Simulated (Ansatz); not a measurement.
The starting structures come from a database of crystals and need not be the phases stable at ambient conditions.

By PBEsol, the system below comes out a metal.

Input:

```
CELL_PARAMETERS angstrom
      4.02928     0.00000     0.00000
      0.00000     4.02928     0.00000
      0.00000     0.00000     4.02928
ATOMIC_POSITIONS crystal
  Sn 0.00000 0.00000 0.00000
  Pt 0.50000 0.50000 0.00000
  Pt 0.00000 0.50000 0.50000
  Pt 0.50000 0.00000 0.50000
```

The cell is taken as given; by PBEsol it stands under a pressure of -3.8 GPa.

The current flows along the normal of the first two printed cell vectors, the (001) plane of the conventional cell. No spin-orbit coupling; the value is a mean over 0.1 eV about the Fermi level.

Q: Compute, with Ansatz (a quantum-chemistry and plane-wave program) with PBEsol, the ballistic conductance per area.

A: 0.22 × 10¹⁵ S/m² for both spins.
